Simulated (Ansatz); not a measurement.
System: 1T (CdI2-type) PtTe₂. Method: PBE+SOC (Ansatz, a program for electronic structure, PAW).

Run with plane-wave cutoff 520 eV, 18×18×12 k mesh (along the axes of the cell as run), Fermi–Dirac smearing 0.05 eV, PAW data made under PBE.

Cell (relaxed at this level):

```cif
data_PtTe2
_chemical_formula_sum 'Te2 Pt1'
_space_group_name_H-M_alt 'P-3m1'
_space_group_IT_number 164
_space_group_name_Hall '-P 3 2"'
_cell_length_a 4.08445
_cell_length_b 4.08445
_cell_length_c 5.42996
_cell_angle_alpha 90.000
_cell_angle_beta 90.000
_cell_angle_gamma 120.000
loop_
_atom_site_label
_atom_site_type_symbol
_atom_site_symmetry_multiplicity
_atom_site_Wyckoff_symbol
_atom_site_fract_x
_atom_site_fract_y
_atom_site_fract_z
_atom_site_occupancy
Te1 Te 2 d 0.33333 0.66667 0.25192 1
Pt1 Pt 1 a 0.00000 0.00000 0.00000 1
```

### Question
Predict the bulk modulus and pressure derivative B′ of the bulk modulus.

### Answer

- bulk modulus: 30.3 GPa
- pressure derivative B′ of the bulk modulus: 16.6

The run finds no gap.

Note: for a layered or molecular solid the relaxed cell lies over 5 % above the published volume, where the minimum can be shallow; the cell comes from a level without a dispersion term, which matters for the spacing of layers, chains or molecules; the bulk modulus comes from volumes at which shape and atoms were relaxed.

Computed values are for the static lattice.

It cost very roughly 4 core-hours of CPU time.
